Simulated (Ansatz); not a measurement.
The parent structure is GaSb in the zinc blende structure (space group F-43m, No. 216; a = 6.111 Å). Axes: x, y, z lie along the cube axes.

All numbers come from PBEsol, PAW, 420 eV (Ansatz, a program for electronic structure; spin-orbit coupling left out).

Base values:

```
Item                            Result
-----------------------------  -------
Pressure                       0.0 GPa
Shortest interatomic distance  2.646 Å
```

Perturbation: uniaxial strain ε_zz = −2.50 %, all other strain components held at zero; the atoms relax in the strained cell.

Problem. Predict the new pressure, energy relative to the base and shortest interatomic distance.

Solution. The pressure (mean of the normal stresses, compression positive) goes from zero to 1.4 GPa; the energy grows by 4.6 meV/atom; the shortest interatomic distance drops by 0.022 Å, from 2.646 Å to 2.624 Å.

No phonon test of stability was made. The final runs are not spin-polarised.
